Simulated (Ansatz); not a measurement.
System: AlCl3 (C2/m, No. 12). Method: PBE0 in Ansatz (plane waves, PAW).

Run with plane-wave cutoff 500 eV, 4×4×4 k mesh, gaussian smearing 0.02 eV, scalar-relativistic PAW data made under PBE.

Cell (relaxed with PBEsol):

```
CELL_PARAMETERS angstrom
      5.13762     2.96683    -0.00497
      5.13762    -2.96683     0.00497
      0.00000    -1.92192    -6.33984
ATOMIC_POSITIONS crystal
  Al 0.83334 0.83334 0.00000
  Al 0.16666 0.16666 0.00000
  Cl 0.79201 0.20799 0.79040
  Cl 0.20799 0.79201 0.20960
  Cl 0.43256 0.92676 0.79059
  Cl 0.92676 0.43256 0.20941
  Cl 0.56744 0.07324 0.20941
  Cl 0.07324 0.56744 0.79059
```

### Question
Give the computed band gap.

### Answer

- band gap = 7.63 eV (on the SCF k mesh)

Note: the cell comes from a level without a dispersion term, which matters for the spacing of layers, chains or molecules; cell and atoms aren't relaxed at this level (pressure 0.2 GPa); the cell has widely spaced layers and the level no dispersion term, so their spacing and the moduli can rest on weak binding.

The computed numbers hold no vibrational or temperature effects.

Cost on a shared machine: roughly 7 core-minutes.

Ansatz is a first-principles code.
